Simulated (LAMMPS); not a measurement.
MD from the melt across the composition of Pd (fcc) with a share x of Pd sites Pt; each row has its own temperature.

Method: classical MD, pair style eam, the elements' _u3.eam files (universal-3 set of Foiles, Baskes and Daw); code LAMMPS.

```tsv
x	volume	state	enthalpy	self-diffusion coefficient of Pd (not corrected for cell size)	T (K)
0.25	16.373 ± 0.002 Å³/atom	liquid	-3.7195 ± 0.0003 eV/atom	(4.39 ± 0.06) × 10^-5 cm²/s	1790
0.5	16.395 ± 0.002 Å³/atom	liquid	-4.1637 ± 0.0005 eV/atom	(4.35 ± 0.06) × 10^-5 cm²/s	1840
0.75	16.422 ± 0.002 Å³/atom	liquid	-4.6112 ± 0.0006 eV/atom	(4.02 ± 0.07) × 10^-5 cm²/s	1890
```

Caution: a run this short can hold a crystal over, or a liquid under, the potential's own melting point, which these runs don't give.

States go by the mean squared displacement: a species diffuses where it passes 1.5 Å², still rises and gives D over 1e-6 cm²/s; a crystal has left its structure where atoms lie 0.35 Å off their sites on average or a cubic box changes its shape by 3 %, or the axial ratios of another lie 8 % off the starting cell's, which the potential's own relaxation can also do.

Errors of D are the spread over four groups of atoms in one short run; a floor of about 5 %, a picked value, is safer.

The ± values are statistical; the model's systematic error is not in them.
